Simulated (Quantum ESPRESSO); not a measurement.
A zone-centre phonon calculation of P (Imma, 2 atoms in the cell) with Quantum ESPRESSO.

Method of the run: LDA (PW92), PseudoDojo standard norm-conserving (LDA) pseudopotentials (plane waves; Quantum ESPRESSO).

```
P
1.0
    1.69659     2.52271     1.86452
   -1.69659     2.52271     1.86452
   -1.69659    -2.52271     1.86452
P
2
Direct
  0.05331   0.25000   0.80331
  0.94669   0.75000   0.19669
```

Reference input (self-consistent single point, DFT, LDA (PW92), plane waves, PseudoDojo standard norm-conserving (LDA) pseudopotentials): ecutwfc = 50 Ry; occupations = smearing; smearing = gaussian; degauss = 0.0073499 Ry; potentials = {P: P.upf}; K_POINTS = automatic 9 9 9 0 0 0; conv_thr = 1e-09 Ry; mixing_beta = 0.4. This run's input differs from it in these lines:

```diff
@@ -18,3 +18,3 @@
    smearing = 'gaussian'
-   degauss = 0.0073499
+   degauss = 0.0036749
 /
```

Step 2 (ph.x):

```fortran
phonons at the zone centre
&inputph
   outdir = './tmp'
   tr2_ph = 1.0d-14
   fildyn = 'dyn.G'
/
0.0 0.0 0.0
```

Step 3 (dynmat.x):

```fortran
&input
   fildyn = 'dyn.G'
   asr = 'simple'
/
```

Output, abridged:

Output of step 1:

```
     Self-consistent Calculation

     iteration #  1     ecut=    50.00 Ry     beta= 0.40

---- Real-time Memory Report at c_bands before calling an iterative solver
            68 MiB given to the printing process from OS
            33 MiB allocation reported by mallinfo(arena+hblkhd)
------------------

     Threshold (ethr) on eigenvalues was too large:
     Diagonalizing with lowered threshold

---- Real-time Memory Report at c_bands before calling an iterative solver
            69 MiB given to the printing process from OS
            34 MiB allocation reported by mallinfo(arena+hblkhd)
------------------

   [... lines left out ...]

---- Real-time Memory Report at c_bands before calling an iterative solver
            72 MiB given to the printing process from OS
            38 MiB allocation reported by mallinfo(arena+hblkhd)
------------------

     total energy              =     -27.82159807 Ry
     estimated scf accuracy    <          1.9E-09 Ry

     iteration #  8     ecut=    50.00 Ry     beta= 0.40

---- Real-time Memory Report at c_bands before calling an iterative solver
            72 MiB given to the printing process from OS
            38 MiB allocation reported by mallinfo(arena+hblkhd)
------------------
     End of self-consistent calculation

     the Fermi energy is     9.8777 ev

!    total energy              =     -27.82159807 Ry
     estimated scf accuracy    <          5.5E-11 Ry
     smearing contrib. (-TS)   =      -0.00002520 Ry
     internal energy E=F+TS    =     -27.82157286 Ry

     convergence has been achieved in   8 iterations

     Forces acting on atoms (cartesian axes, Ry/au):

     atom    1 type  1   force =     0.00000000    0.00000000   -0.00758683
     atom    2 type  1   force =     0.00000000    0.00000000    0.00758683

     Total force =     0.010729     Total SCF correction =     0.000006

          total   stress  (Ry/bohr**3)                   (kbar)     P=      -30.02
  -0.00017561   0.00000000   0.00000000          -25.83        0.00        0.00
   0.00000000  -0.00023573  -0.00000000            0.00      -34.68       -0.00
   0.00000000   0.00000000  -0.00020083            0.00        0.00      -29.54

   JOB DONE.
```

Output of step 2:

```
     Reading xml data from directory:

     ./tmp/pwscf.save/

     G-vector sticks info
     --------------------
     sticks:   dense  smooth     PW     G-vecs:    dense   smooth      PW
     Sum         613     613    195                10305    10305    1813

     Reading collected, re-writing distributed wavefunctions in ./tmp/

     Number and degeneracy of irreps per q-point
       N         xq(1)         xq(2)         xq(3)   N irreps
       1   0.000000000   0.000000000   0.000000000       6
     No degeneracy

     Calculation of q =    0.0000000   0.0000000   0.0000000

     phonons at the zone centre

     bravais-lattice index     =           11
     lattice parameter (alat)  =       6.4122  a.u.
     unit-cell volume          =     215.4106 (a.u.)^3
   [... lines left out ...]

     Mode symmetry, D_2h (mmm)  point group:

     Atomic displacements:
     There are    6 irreducible representations

     Representation     1      1 modes -  To be done

     Representation     2      1 modes -  To be done

     Representation     3      1 modes -  To be done

     Representation     4      1 modes -  To be done

     Representation     5      1 modes -  To be done

     Representation     6      1 modes -  To be done

     Alpha used in Ewald sum =   2.1000
     Representation #   1 mode #   1

     Self-consistent Calculation

      iter #   1   av.it.:   6.2
      thresh= 1.000E-02 alpha_mix =  0.700 |ddv_scf|^2 =  1.702E-06

      iter #   2   av.it.:   9.5
      thresh= 1.305E-04 alpha_mix =  0.700 |ddv_scf|^2 =  1.366E-07

   [... 3 blocks of this kind left out ...]

      iter #   6   av.it.:   9.4
      thresh= 1.878E-08 alpha_mix =  0.700 |ddv_scf|^2 =  1.565E-16
     End of self-consistent calculation

     Convergence has been achieved

     Representation #   2 mode #   2

     Self-consistent Calculation

      iter #   1   av.it.:   5.8
      thresh= 1.000E-02 alpha_mix =  0.700 |ddv_scf|^2 =  1.445E-06

      iter #   2   av.it.:   9.3
      thresh= 1.202E-04 alpha_mix =  0.700 |ddv_scf|^2 =  1.426E-07

   [... 3 blocks of this kind left out ...]

      iter #   6   av.it.:   9.3
      thresh= 1.084E-08 alpha_mix =  0.700 |ddv_scf|^2 =  6.746E-17

     End of self-consistent calculation

     Convergence has been achieved

   [... 3 blocks of this kind left out ...]

     Representation #   6 mode #   6

     Self-consistent Calculation

      iter #   1   av.it.:   5.4
      thresh= 1.000E-02 alpha_mix =  0.700 |ddv_scf|^2 =  3.163E-07

      iter #   2   av.it.:   9.3
   [... lines left out ...]
 **************************************************************************

     Mode symmetry, D_2h (mmm)  point group:

     freq (   1-   1) =         -3.9  [cm-1]   --> B_3u            I
     freq (   2-   2) =         -3.6  [cm-1]   --> B_1u            I
     freq (   3-   3) =         -2.6  [cm-1]   --> B_2u            I
     freq (   4-   4) =        119.1  [cm-1]   --> B_2g            R
     freq (   5-   5) =        368.0  [cm-1]   --> B_3g            R
     freq (   6-   6) =        423.3  [cm-1]   --> A_g             R
   JOB DONE.
```

Output of step 3:

```
     diagonalizing the dynamical matrix ...

 q =      0.00000000     0.00000000     0.00000000
 **************************************************************************
     freq (    1) =      -0.000000 [THz] =      -0.000005 [cm-1]
 (  0.000000   0.000000     0.194397   0.000000     0.679860   0.000000   )
 (  0.000000   0.000000     0.194397   0.000000     0.679860   0.000000   )
     freq (    2) =      -0.000000 [THz] =      -0.000005 [cm-1]
 (  0.707107   0.000000    -0.000000   0.000000    -0.000000   0.000000   )
 (  0.707107   0.000000    -0.000000   0.000000    -0.000000   0.000000   )
     freq (    3) =       0.000000 [THz] =       0.000002 [cm-1]
 ( -0.000000   0.000000    -0.679860   0.000000     0.194397   0.000000   )
 ( -0.000000   0.000000    -0.679860   0.000000     0.194397   0.000000   )
     freq (    4) =       3.573102 [THz] =     119.185855 [cm-1]
 (  0.000000   0.000000     0.707107  -0.000000     0.000000  -0.000000   )
 (  0.000000  -0.000000    -0.707107   0.000000     0.000000  -0.000000   )
     freq (    5) =      11.032900
     Polarizability (A^3 units)
     multiply by 1.000000 for Clausius-Mossotti correction
         0.000000    0.000000    0.000000
         0.000000    0.000000    0.000000
         0.000000    0.000000    0.000000

     IR activities are in (D/A)^2/amu units

# mode   [cm-1]    [THz]      IR
    1     -0.00   -0.0000    0.0000
    2     -0.00   -0.0000    0.0000
    3      0.00    0.0000    0.0000
    4    119.19    3.5731    0.0000
    5    368.02   11.0329    0.0000
    6    423.34   12.6913    0.0000

   JOB DONE.
```

The run converged in 8 iterations. 

Summary of the result:
| Item | Value |
|---|---|
| Free energy E − TS | -378.5321 eV |
| Fermi level (on the code's own zero) | 9.88 eV |
| Pressure | -3.00 GPa |
| Largest force (vector length) | 0.195 eV/Å |
| Zone-centre frequencies (cm⁻¹; negative means imaginary) | 0, 0, 0, 119, 368, 423 |

The starting cell comes from a database of computed structures (which also holds hypothetical and non-ambient phases and stackings), without a prior relaxation at this level. Its lattice was rescaled by up to half a per cent. With a pressure of about -3 GPa the cell is away from its equilibrium volume at this level.
